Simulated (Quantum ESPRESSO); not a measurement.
Checking a run of Quantum ESPRESSO on Ca₃SnH₂ (P1, 12 atoms in the cell). The aim is a self-consistent single point with DFT, PBEsol, plane waves, GBRV 1.5 ultrasoft (PBESOL) pseudopotentials.

Cell that was meant: a = 7.2095 Å, b = 7.2095 Å, c = 5.2200 Å, α = 90.00°, β = 90.00°, γ = 104.11°.

Part of the input:

```fortran
/
&system
  ibrav = 0
  nat = 13
  ntyp = 3
  ecutwfc = 40
  ecutrho = 200
[...]
H     0.84749000    0.85795400    0.49662300
H     0.85890600    0.84864000   -0.00411900
H     0.15483700    0.13766100    0.49771200
Ca    0.62511900    0.77481000    0.72668800
K_POINTS automatic
3 3 3  1 1 1
```

Output, abridged:

```
     G-vector sticks info
     --------------------
     sticks:   dense  smooth     PW     G-vecs:    dense   smooth      PW
   [... lines left out ...]
        k(   12) = (  -0.2710529   0.4226814  -0.2301873), wk =   0.1481481
        k(   13) = (   0.2710529  -0.4226814   0.6905619), wk =   0.1481481
        k(   14) = (   0.0000000   0.2113407   0.2301873), wk =   0.1481481

     Dense  grid:    84765 G-vectors     FFT dimensions: (  64,  64,  45)

     Smooth grid:    60689 G-vectors     FFT dimensions: (  60,  60,  40)

     Initial potential from superposition of free atoms

     starting charge      99.9636, renormalised to     102.0000
     Self-consistent Calculation

     iteration #  1     ecut=    40.00 Ry     beta= 0.70

---- Real-time Memory Report at c_bands before calling an iterative solver
           318 MiB given to the printing process from OS
           186 MiB allocation reported by mallinfo(arena+hblkhd)
------------------

     total energy              =    -699.51594486 Ry
     estimated scf accuracy    <     108.35265642 Ry

     iteration #  2     ecut=    40.00 Ry     beta= 0.70

---- Real-time Memory Report at c_bands before calling an iterative solver
   [... lines left out ...]

---- Real-time Memory Report at c_bands before calling an iterative solver
           469 MiB given to the printing process from OS
           219 MiB allocation reported by mallinfo(arena+hblkhd)
------------------

     total energy              =    -778.99360591 Ry
     estimated scf accuracy    <          3.8E-11 Ry

     iteration # 22     ecut=    40.00 Ry     beta= 0.70

---- Real-time Memory Report at c_bands before calling an iterative solver
           469 MiB given to the printing process from OS
           219 MiB allocation reported by mallinfo(arena+hblkhd)
------------------
     End of self-consistent calculation

     the Fermi energy is     7.1207 ev

!    total energy              =    -778.99360591 Ry
     estimated scf accuracy    <          7.8E-12 Ry
     smearing contrib. (-TS)   =      -0.00017874 Ry
     internal energy E=F+TS    =    -778.99342717 Ry

     convergence has been achieved in  22 iterations

     Forces acting on atoms (cartesian axes, Ry/au):

     atom    1 type  1   force =     0.00371931   -0.00565284   -0.00288724
     atom    2 type  1   force =    -0.00206426   -0.00077760    0.00139818
     atom    3 type  2   force =     0.00059720   -0.00501784   -0.01179903
     atom    4 type  2   force =    -0.00119581   -0.00253430    0.01615456
   [... lines left out ...]

     Total force =   250.485032     Total SCF correction =     0.000015

          total   stress  (Ry/bohr**3)                   (kbar)     P=     4605.24
   0.00079636   0.00850710   0.00355121          117.15     1251.44      522.40
   0.00850710   0.07879258   0.03376310         1251.44    11590.79     4966.72
   0.00355121   0.03376310   0.01432837          522.40     4966.72     2107.78

   JOB DONE.
```

Q: Can these results be used? Check the input.

A: The run is not sound. The fault is one atom entered twice. Two nuclei at or near one point give a huge ion-ion repulsion and overlapping cores, and the electron count is too high as well. To fix it, remove the duplicate atom. The run converged in 22 iterations without an error; against the sound input the pressure goes from -1.04 to 460.5 GPa, the largest force goes from 0.454 to 4554 eV/Å and no clean gap remains on the mesh (levels overlap or are partly filled), against 1.03 eV before. The full log also holds: “WARNING: integrated charge=   102.00191887, expected=   102.00000000” and “WARNING: integrated charge=   102.00116620, expected=   102.00000000”.

An input that runs soundly differs in these lines (not the only fix; some lines may just follow from the change or write a value another way):
```diff
-  nat = 13
+  nat = 12
-Ca    0.62511900    0.77481000    0.72668800
```

With that input, the run converged in 15 iterations: free energy E − TS -10504.5549 eV; top of the valence band (on the code's own zero) 6.60 eV; gap on the k-point mesh 1.03 eV; pressure -1.04 GPa; largest force (vector length) 0.454 eV/Å (DFT, PBEsol, plane waves, GBRV 1.5 ultrasoft (PBESOL) pseudopotentials).

On the sound input: the starting cell comes from a database of published, mostly measured structures (it also holds non-ambient and calculated ones), without a prior relaxation at this level. Its atoms were displaced at random from the sites of space group no. 63. The shifted mesh does not hold Γ, so a gap read on it misses any band edge there.
